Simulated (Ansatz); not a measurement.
End structure of N on the 1x1 (0001) surface of hcp Ti, one in a 2x2 cell, started at the site 'bridge Ti-Ti (span 2.9 Å)':

```
CELL_PARAMETERS angstrom
      5.87727     0.00000     0.00000
     -2.93864     5.08987     0.00000
      0.00000     0.00000    26.00000
ATOMIC_POSITIONS crystal
  Ti 0.33333 0.16667 0.36988
  Ti 0.33333 0.66667 0.36988
  Ti 0.83333 0.16667 0.36988
  Ti 0.83333 0.66667 0.36988
  Ti 0.16667 0.33333 0.45305
  Ti 0.16667 0.83333 0.45305
  Ti 0.66667 0.33333 0.45305
  Ti 0.66667 0.83333 0.45305
  Ti 0.33042 0.16521 0.54615
  Ti 0.33355 0.66678 0.54665
  Ti 0.83507 0.16522 0.54614
  Ti 0.83507 0.66984 0.54614
  Ti 0.16413 0.32800 0.63485
  Ti 0.16413 0.83612 0.63485
  Ti 0.66684 0.33342 0.62748
  Ti 0.67226 0.83613 0.63485
  N  0.00018 0.00009 0.66986
```

Set-up: 17 atoms, 6.8 Å thick at the start under the adsorbate (thin: gaps and levels are the slab's own); mesh 6x6x1; 0.1 eV smearing; dipole correction on; single point; on the structure that PBE left under its start's symmetry; no spin, no spin-orbit, no U, no dispersion correction. At the end it is bonded to 3 Ti. In PBE it is, or lies within 0.03 eV of, the lowest of the starts that converged; the order may differ at this level.

A negative adsorption energy means that the adsorbate is more stable on the surface than in its reference.

**Question.** What is the computed adsorption energy against ½ N2(g) at the same level (r2SCAN, at the PBE geometry in Ansatz, an electronic-structure program)?

**Answer.** -75.4 kcal/mol

**Question.** What work function of the top face does r2SCAN, at the PBE geometry give?

**Answer.** 4.67 eV

**Question.** Estimate the change of the step from the bottom to the top vacuum level, against the clean slab that r2SCAN, at the PBE geometry returns for this input.

**Answer.** 0.16 eV

**Question.** What change of the work function does r2SCAN, at the PBE geometry give?

**Answer.** 0.15 eV
